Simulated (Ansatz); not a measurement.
SrO (P6₃/mmc, No. 194, 4 atoms in the cell; start mp-754824; a measured phase of this formula has another space group) was calculated with r²SCAN (Ansatz, an electronic-structure program, PAW).

Run with plane-wave cutoff 560 eV, 12×12×8 k mesh (along the axes of the cell as run), Fermi–Dirac smearing 0.01 eV, scalar-relativistic PAW data made under PBE.

Cell (relaxed with PBEsol):

SrO is modelled in the hexagonal space group P6₃/mmc (No. 194), Pearson symbol hP4. Cell: a = b = 4.2360 Å, c = 5.1091 Å, α = β = 90.00°, γ = 120.00°. Sr on 2d is surrounded by 5 O at 2.446–2.555 Å (trigonal bipyramidal). O on 2c sees 5 Sr at 2.446–2.555 Å (trigonal bipyramidal). (Neighbours: up to the widest gap in distance over summed covalent radii, below 1.35, at either atom; cation-cation and far metal-metal contacts left out.)

Q: Give the computed band gap.

A: 
band gap: 3.11 eV

Note: cell and atoms aren't relaxed at this level (pressure 1.8 GPa).

Spin–orbit coupling is not included.

Computed values are for the static lattice.

A start named mp-… is a Materials Project structure, which need not be a measured phase.
